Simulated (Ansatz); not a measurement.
System: Os₃Ge (model structure, started from the A15 type, Pm-3n, No. 223, 8 atoms in the cell). Method: PBEsol (PAW; Ansatz, a first-principles code).

Settings: plane-wave cutoff 520 eV, 12×12×12 k mesh, Fermi–Dirac smearing 0.05 eV, no spin polarisation, scalar-relativistic PAW data made under PBE.

Cell (relaxed at this level):

```
Os3Ge
1.0
    4.87267     0.00000     0.00000
    0.00000     4.87267     0.00000
    0.00000     0.00000     4.87267
Os Ge
6 2
Cartesian
  1.21817   0.00000   2.43634
  3.65450   0.00000   2.43634
  0.00000   2.43634   1.21817
  0.00000   2.43634   3.65450
  2.43634   1.21817   0.00000
  2.43634   3.65450   0.00000
  0.00000   0.00000   0.00000
  2.43634   2.43634   2.43634
```

Question: Give the computed bulk modulus B0.

Answer: 
- bulk modulus B0 = 301 GPa

Note: the run has no spin polarisation, so it can have missed a magnetic state; the bulk modulus is −V dP/dV from two relaxed cells at ±2 % in volume; the relaxation could raise the start's symmetry but not lower it, so the cell can be a saddle point.

Spin–orbit coupling is not included; it can open a gap where bands touch, and shift volumes and moduli.

The computed numbers hold no vibrational or temperature effects.

The result took very roughly 3 core-minutes.

A model structure was made by putting elements into a prototype or built by hand; it is no filed structure, need not be a known phase, and can be a saddle point held by its symmetry.
